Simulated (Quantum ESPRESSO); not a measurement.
# One base run on Mg2SiS4 (Pnma, 28 atoms in the cell) and variants with one or two settings moved

```xyz
28
Lattice="12.5371 0.0000 0.0000 0.0000 7.3332 0.0000 0.0000 0.0000 5.8484" Properties=species:S:1:pos:R:3 pbc="T T T"
Mg     0.0000     3.6666     0.0000
Mg     6.2685     3.6666     2.9242
Mg     6.2685     0.0000     2.9242
Mg     0.0000     0.0000     0.0000
Mg     9.6344     5.4999     2.8784
Mg     2.9027     1.8333     2.9700
Mg     9.1713     1.8333     5.8026
Mg     3.3658     5.4999     0.0458
Si     7.3891     5.4999     5.2990
Si     5.1480     1.8333     0.5494
Si    11.4165     1.8333     2.3748
Si     1.1206     5.4999     3.4736
S      7.4256     5.4999     1.5251
S      5.1115     1.8333     4.3233
S     11.3800     1.8333     4.4494
S      1.1570     5.4999     1.3991
S      5.4521     5.4999     4.4544
S      7.0850     1.8333     1.3940
S      0.8164     1.8333     1.5302
S     11.7207     5.4999     4.3182
S      8.3506     3.8458     4.4080
S      4.1865     3.4874     1.4404
S     10.4550     3.4874     1.4838
S      2.0820     3.8458     4.3646
S      2.0820     7.1540     4.3646
S     10.4550     0.1792     1.4838
S      4.1865     0.1792     1.4404
S      8.3506     7.1540     4.4080
```

Base run A: PBEsol, GBRV 1.5 ultrasoft (PBESOL) pseudopotentials in Quantum ESPRESSO, self-consistent single point.

Its settings: ecutwfc = 40 Ry; ecutrho = 200 Ry; occupations = smearing; smearing = gaussian; degauss = 0.0036749 Ry; potentials = {Mg: mg_pbesol_v1.4.uspp.F.UPF, Si: si_pbesol_v1.uspp.F.UPF, S: s_pbesol_v1.4.uspp.F.UPF}; K_POINTS = automatic 2 2 3 0 0 0; conv_thr = 1e-08 Ry; mixing_beta = 0.5.

The starting cell comes from a database of computed structures (which also holds hypothetical and non-ambient phases and stackings), without a prior relaxation at this level. Its lattice was rescaled by a random factor within 2.5 % of one.

Run A gave: pressure (GPa) 2.98; largest force (eV/Å) 0.550; gap on the mesh (eV) 2.881.

Runs:
- B: pseudopotentials: {Mg: mg_pbesol_v1.4.uspp.F.UPF, Si: si_pbesol_v1.uspp.F.UPF, S: s_pbesol_v1.4.uspp.F.UPF} → {Mg: mg_lda_v1.4.uspp.F.UPF, Si: si_lda_v1.uspp.F.UPF, S: s_lda_v1.4.uspp.F.UPF} [LDA (PZ)]
- C: pseudopotentials: {Mg: mg_pbesol_v1.4.uspp.F.UPF, Si: si_pbesol_v1.uspp.F.UPF, S: s_pbesol_v1.4.uspp.F.UPF} → {Mg: mg_pbe_v1.4.uspp.F.UPF, Si: si_pbe_v1.uspp.F.UPF, S: s_pbe_v1.4.uspp.F.UPF}; input_dft: default → blyp [BLYP]

**Question.** What does run B change against A?

**Answer.** The pressure goes from 2.98 to 0.83 GPa, the largest force goes from 0.550 to 0.495 eV/Å and the gap on the mesh goes from 2.881 to 2.788 eV.

**Question.** What does run C change against A?

**Answer.** The pressure goes from 2.98 to 8.09 GPa, the largest force goes from 0.550 to 0.757 eV/Å and the gap on the mesh goes from 2.881 to 3.100 eV.

```tsv
run	pressure (GPa)	largest force (eV/Å)	gap on the mesh (eV)
A	2.98	0.550	2.881
B	0.83	0.495	2.788
C	8.09	0.757	3.100
```

Left out of this page: 2 runs of the series held back from this collection.
